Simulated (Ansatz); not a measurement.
Al in the fcc (Cu type) structure (space group Fm-3m, No. 225)

```
Al
1.0
    0.00000     1.99536     1.99536
    1.99536     0.00000     1.99536
    1.99536     1.99536     0.00000
Al
1
Direct
  0.00000   0.00000   0.00000
```

Calculations: plane-wave PAW DFT at the r2SCAN level (Ansatz, a program for electronic structure, 500 eV), without spin-orbit coupling, earlier PAW set. Settings: 20×20×20 k-points, 0.05 eV Fermi–Dirac smearing.

```yaml
volume_per_atom: 15.89 Å³
density: 2.82 g/cm³
band_gap: zero
total_energy: -540.413 eV/atom (σ→0; compares only within this code and set-up)
```

Whether these cells are dynamically stable was not tested.
